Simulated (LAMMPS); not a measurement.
LAMMPS 22 Jul 2025, classical MD, Buckingham with full ionic charges: MgO, 110592 atoms.

task: MD, nve
potential: Buckingham with full ionic charges
copies of the repeat unit: 24×24×24
shape (slab and sphere leave vacuum in the box): bulk
temperature: 1200 K
steps: 150
timestep: 1 fs
neighbor skin: 2 Å
neigh_modify: every 1 delay 0 check yes
thermo: 100
kspace_style: msm
kspace_accuracy: 0.0001
pair cutoff: 10 Å
newton: on (default)
atom_modify sort (bins of 2 Å where set): 1000 (default)
comm_style: brick (default)
box: 101.1 × 101.1 × 101.1 Å
start: generated rock salt lattice, warmed in an untimed run
compared values: energy and forces of the first step, drift over the run

Machine: one whole node, Arm Neoverse V2, 96 cores on 1 socket, no SMT, 1 L3 cache group.

Run on 64 ranks, it takes 13 s from launch to exit:

```bash
# ahead of the timed run: OMP_NUM_THREADS=1 mpirun -np 48 lmp -in in.warm -log none -nocite
OMP_NUM_THREADS=1 mpirun -np 64 lmp -in in.lmp -log log.lammps -nocite
```

From its output:

```
  using 1 OpenMP thread(s) per MPI task
  4 by 4 by 4 MPI processor grid
  110592 atoms
  estimated relative force accuracy = 0.00010000222
  grid = 64 64 64
  master list distance cutoff = 13.951164
  ghost atom cutoff = 13.951164
Per MPI rank memory allocation (min/avg/max) = 8.743 | 8.853 | 9.15 Mbytes
97.8% CPU use with 64 MPI tasks x 1 OpenMP threads
...
Loop time of 12.4554 on 64 procs for 150 steps with 110592 atoms

Performance: 1.041 ns/day, 23.066 hours/ns, 12.043 timesteps/s, 1.332 Matom-step/s
97.8% CPU use with 64 MPI tasks x 1 OpenMP threads

MPI task timing breakdown:
Section |  min time  |  avg time  |  max time  |%varavg| %total
---------------------------------------------------------------
Pair    | 2.4529     | 2.601      | 2.755      |   5.3 | 20.88
Kspace  | 9.631      | 9.7794     | 9.9198     |   2.7 | 78.52
Neigh   | 0          | 0          | 0          |   0.0 |  0.00
Comm    | 0.054134   | 0.064615   | 0.075652   |   2.0 |  0.52
Output  | 7.2456e-05 | 8.7094e-05 | 0.00017258 |   0.0 |  0.00
Modify  | 0.0036437  | 0.0038287  | 0.0040725  |   0.1 |  0.03
Other   |            | 0.006486   |            |       |  0.05

Nlocal:           1728 ave        1782 max        1672 min
Histogram: 2 6 4 7 9 11 10 11 2 2
Nghost:          13897 ave       13953 max       13843 min
Histogram: 2 2 10 10 12 7 9 4 6 2
Neighs:    1.05949e+06 ave 1.10779e+06 max 1.00613e+06 min
Histogram: 5 5 6 8 7 5 7 6 10 5

Total # of neighbors = 67807486
Ave neighs/atom = 613.13193
Neighbor list builds = 0
Dangerous builds = 0
```

Wall times, medians of two to five repeats, each run alone on the node (launch to exit). Processes are pinned to neighbouring cores unless said otherwise. The build: PyPI wheel: MPICH, OPENMP and OPT packages; another build can shift the numbers. Scratch files lie in a memory file system. A preparatory run goes ahead and isn't timed.

Task: What holds this run back, and which change relieves it on the same cores with the result kept within 1.0 meV/atom in energy, 10 meV/Å in forces on 48 atoms, 0.20 meV an atom in drift of the total energy?

Result: The largest part is long-range solver (Kspace), 75 % of the time from launch to exit. Over the ranks it runs from 9.6 to 9.9 s, at 1728 atoms a rank on average. One change that relieves it (others may too): going from kspace_style = msm to kspace_style = pppm, one of the fastest among the values tried that keep the result: 13 s to 2.2 s (5.8× as fast). The k-space grid goes from 64×64×64 to 90×90×90 and Kspace from 9.8 to 0.53 s. What the program resolved moves too: k-space grid from 64 64 64 to 90 90 90. These two results differ by: energy 0.89 meV/atom, forces on 48 atoms 0.92 meV/Å, drift of the total energy under 0.001 meV an atom. Others tried: kspace_style = pppm/stagger, kmod = order 5 diff ik (default) (2.3 s); kspace_style = pppm, kspace_accuracy = 1e-05, kmod = order 7 diff ad (3.1 s); kspace_style = pppm, kmod = diff ad (3.7 s). 1 further setting of this study gave no repeated timing (cut by our limit, run once, or disturbed). 5 planned settings were not run, for want of time.
